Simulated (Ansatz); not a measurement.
Hexagonal WC was calculated with r²SCAN+rVV10 (plane waves, PAW; Ansatz, a quantum-chemistry and plane-wave program).

Input file:

Ansatz 0.2 input:
```yaml
crystal:
  lattice:
    - [1.4436760032, -2.5005201872, 0.0]
    - [1.4436760032, 2.5005201872, 0.0]
    - [0.0, 0.0, 2.8133868811]
  atoms:
    - { symbol: W, position: [0.0, 0.0, 0.0] }
    - { symbol: C, position: [0.3333333333, 0.6666666667, 0.5] }
basis:
  ecutwfc: 560
  ecutrho_ratio: 4
  xc_grid: 3
kpoints:
  mp_grid: { grid: [24, 24, 20] }
hamiltonian:
  xc: r2scan
  dispersion: rvv10
  pseudopotentials: { kind: paw }
scf:
  occupations: { method: fermi_dirac, width: 0.05 }
output:
  forces: true
  stress: true
  eigenvalues: true
relax:
  f_tol: 0.004
  escape_saddle: false
  max_steps: 80
  cell: { stress_tol: 0.02, fix: [volume] }
```

Excerpt of the program's output:

```
Relaxation: its limit of steps is 80 (relax.max_steps)
Crystal: 2 atoms, lattice volume = 20.312 Å³
Basis set: ecut = 560 eV, 623 PW (Γ), exchange–correlation on 72×72×72 points (27 copies of the dense FFT grid, shifted against one another)
Bands: 13, of which v1, the nominal top of the filled ones, is band 9 counted from 1 (8 counted from 0)
Symmetry: 12 space group operations
Space group: P-6m2 (ITA 187), of the structure as read, at distance tolerance 2.7e-5 Å
k-points: 671 of 11520 (time reversal used)
Functional: x = r2scan, c = r2scan + rvv10(b = 11.95, C = 0.0093); τ floored in thin density (d = 2e-4 eV/Å³)
SCF iter   1: F=—  HF=-10646.349652 eV  |F-HF|=—  |Δ(HF+E_count)|=         —  Δρ=1.11e-2  dr2=1.04e-2  dr2_τ=1.92e-1
SCF iter   2: F=—  HF=-10646.424519 eV  |F-HF|=—  |Δ(HF+E_count)|=   7.49e-2  Δρ=6.62e-3  dr2=2.91e-3  dr2_τ=6.50e-4
  ...
SCF 1 converged in 6 iterations: F = -10646.428012 eV  dr2 = 1.31e-8
Crystal: 2 atoms, lattice volume = 20.312 Å³
Initial density: handed on by an earlier stage of this run
SCF 2 converged in 5 iterations: F = -10646.427688 eV  dr2 = 8.57e-9
Crystal: 2 atoms, lattice volume = 20.312 Å³
SCF 3 converged in 8 iterations: F = -10646.428109 eV  dr2 = 1.05e-13
Crystal: 2 atoms, lattice volume = 20.312 Å³
SCF iter   4: F=—  HF=-10646.428109 eV  |F-HF|=—  |Δ(HF+E_count)|=  4.00e-11  Δρ=1.06e-7  dr2=3.87e-13  dr2_τ=4.07e-12
SCF iter   5: F=-10646.428109 eV  HF=-10646.428109 eV  |F-HF|=1.64e-11  |Δ(HF+E_count)|=  5.46e-12  Δρ=3.23e-8  dr2=5.15e-14  dr2_τ=4.72e-14
SCF 4 converged in 5 iterations: F = -10646.428109 eV  dr2 = 5.15e-14
SCF converged after 5 iterations
Free energy (F): -10646.428109 eV
Internal energy: -10646.426008 eV  (E = F + TS)
E sigma→0 (E₀):  -10646.427059 eV
Fermi energy:    20.970006 eV
--- Forces (eV/Å), atoms counted from 1 ---
  atom   1  W      0.00000000     0.00000000    -0.00000000
  atom   2  C      0.00000000     0.00000000    -0.00000000
--- Stress (GPa, compression-positive) ---
        8.582979       0.000000       0.000000
       -0.000000       8.582979      -0.000000
        0.000000      -0.000000       8.582897
  P = ⅓ Tr σ = 8.5830 GPa (85.830 kbar)
```

The cell is one volume of an energy–volume scan, off the minimum.

The PAW data were made under PBE.
